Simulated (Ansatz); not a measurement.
The starting structures come from a database of crystals and need not be the phases stable at ambient conditions.

By PBEsol, the system below comes out a metal.

Given:

```
CELL_PARAMETERS angstrom
      2.94061     0.00000     0.00000
      0.00000     2.94061     0.00000
      0.00000     0.00000     3.30864
ATOMIC_POSITIONS crystal
  Ti 0.50000 0.50000 0.50000
  Rh 0.00000 0.00000 0.00000
```

Space group of this cell: P4/mmm. The cell is strained (lengths along the current scaled by 0.97, ions clamped); by PBEsol its mean pressure is 2.0 GPa.

The current flows along the normal of the first two printed cell vectors, the (001) (indices of the unstrained crystal) plane of the conventional cell. No spin-orbit coupling; the value is a mean over 0.1 eV about the Fermi level.

Task: Compute, with PBEsol run with Ansatz (a program for electronic structure), the ballistic conductance per area.

Result: 1.4 × 10¹⁵ S/m² for both spins.
